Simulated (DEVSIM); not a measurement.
Device: Pt/SiON/SiO2/p-Si capacitor, at 400 K.

```
layer (left to right)  material  thickness (nm)  Na (cm⁻³)
---------------------  --------  --------------  ---------
1                          SiON            19.0          -
2                          SiO2           0.680          -
3                            Si            2200     6.8e16
```

Metal gate on the left, work function 5.6 eV. Fixed charge at the semiconductor interface 0 cm⁻² (in units of +e); interface traps 1.6e10 cm⁻² eV⁻¹, uniform in energy, neutral level at 0.5 of the gap above the valence band.

The device is made up for the run: typed textbook-type constants, with dimensions and the other settings drawn at random. Values at 300 K; Nc and Nv go as T^1.5, mobilities as T to minus their exponent, the gap by Varshni's rule with the affinity fixed.

```
parameter         SiON  SiO2        Si
----------------  ----  ----  --------
gap (eV)             7     9     1.124
affinity (eV)      1.4   0.9      4.05
permittivity       5.5   3.9      11.7
Nc (cm⁻³)            -     -   2.86e19
Nv (cm⁻³)            -     -    3.1e19
Varshni α (eV/K)     -     -  0.000473
Varshni β (K)        -     -       636
```

DEVSIM, 1D Poisson equation in equilibrium, Boltzmann statistics, complete ionisation; no quantum confinement or tunnelling. Metal contacts follow the ideal Schottky-Mott rule: no Fermi-level pinning, no interface dipoles.

Base results: minimum of the low-frequency capacitance (μF/cm²) 0.0778; threshold voltage (band bending 2φF) (V) 1.83; flat-band voltage (V) 0.68; capacitance of the dielectric stack (μF/cm²) 0.244.

### Question
What follows from this one change: SiON thickness 0.019 → 0.01 μm?

### Answer
minimum of the low-frequency capacitance 0.0778 → 0.0913 μF/cm²; threshold voltage (band bending 2φF) 1.83 → 1.60 V; flat-band voltage little changed (0.68 V); capacitance of the dielectric stack 0.244 → 0.444 μF/cm².

### Question
What follows from this one change: temperature 400 → 450 K?

### Answer
minimum of the low-frequency capacitance 0.0778 → 0.0834 μF/cm²; threshold voltage (band bending 2φF) 1.83 → 1.76 V; flat-band voltage 0.68 → 0.73 V; capacitance of the dielectric stack little changed (0.244 μF/cm²).

### Question
What follows from this one change: gate work function 5.6 → 5.75 eV?

### Answer
minimum of the low-frequency capacitance little changed (0.0771 μF/cm²); threshold voltage (band bending 2φF) 1.83 → 1.98 V; flat-band voltage 0.68 → 0.83 V; capacitance of the dielectric stack little changed (0.244 μF/cm²).

### Question
What follows from this one change: substrate doping 6.8e+16 → 1.4e+17 cm^-3?

### Answer
minimum of the low-frequency capacitance 0.0778 → 0.0942 μF/cm²; threshold voltage (band bending 2φF) 1.83 → 2.09 V; flat-band voltage 0.68 → 0.65 V; capacitance of the dielectric stack little changed (0.244 μF/cm²).
